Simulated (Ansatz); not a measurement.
Base system: NbN in the rock salt structure (space group Fm-3m, No. 225; a = 4.380 Å).

Computed with PBEsol (Ansatz, an electronic-structure program, PAW, spin-orbit coupling left out).

One change was made to it. Results:

The lattice parameter a falls by 0.004 Å, from 4.380 Å to 4.376 Å; the band gap remains zero.

### Question
Which change produced these results?
A) Nb → Y
B) N → Cl
C) Nb → Ta

### Answer
C, Nb → Ta. For comparison, the lattice parameter a in the other runs: N → Cl gives 5.028 Å; Nb → Y gives 4.856 Å.

Stability against distortions was not tested. As relaxed here, NbCl is a hypothetical phase, not in the database extracts checked. No Hubbard U is applied, and correlation can decide whether such a compound is a metal. All final runs are without spin polarisation. NbCl has a high density of states at the Fermi level and may be magnetic at this level. This is not the structure that TaN has at room temperature and ambient pressure. A zero or small gap of YN can be the functional's error rather than a property of the material.
